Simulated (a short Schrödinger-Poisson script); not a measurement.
**Symmetric double-gate stack, SiO2 on p-type Si(111)**

System: symmetric double-gate stack, SiO2 on p-type Si(111), at 400 K.

```
layer  material  thickness (nm)  Na (cm⁻³)
-----  --------  --------------  ---------
1          SiO2             3.8          -
2            Si               8       5e17
3          SiO2             3.8          -
```

The device is made up for the run: typed textbook-type constants, with dimensions and the other settings drawn at random. SiO2: permittivity 3.9, conduction-band edge (eV) 3.15, gap (eV) 9, electron mass (mₑ) 0.5. Si: permittivity 11.7, conduction-band edge (eV) 0, gap (eV) 1.124, Nv at 300 K (cm⁻³) 3.1e19.

Channel valleys (confinement mass, in-plane density-of-states mass, number): Δ6 0.258, 0.358, 6. At the gates, both at one voltage, the conduction-band edge of layer 1 lies 3.26 eV − eVg above the Fermi level of the channel. Gaps are held at their typed values at every temperature. Mesh 0.03 nm at interfaces.

Solved with a short Schrödinger-Poisson script written for these runs: 1D Poisson equation in equilibrium, electrons quantum, Hartree (BenDaniel-Duke, 12 states a valley, the channel's in-plane mass for all, wave functions free to enter the dielectric), parabolic valleys, classical holes, full ionisation, no traps, pinning or gate leakage.

```csv
Vg (V),electrons (cm⁻²),C (μF/cm²),Δ6 E0 (meV),Δ6 E1 (meV)
-0.15,3.38e9,0.0158,320.6,378.6
0.15,1.00e12,1.16,124.6,179.0
0.45,3.50e12,1.43,82.2,128.5
0.75,6.27e12,1.51,62.9,102.1
1.05,9.15e12,1.56,50.6,84.0
1.35,1.21e13,1.59,41.6,70.2
1.65,1.51e13,1.61,34.5,59.1
1.95,1.81e13,1.63,28.4,49.9
2.25,2.12e13,1.64,23.2,42.0
```

Gate voltages with under 1e6 electrons/cm² are left out.

Subbands count from the Fermi level. The capacitance is that of both gates.
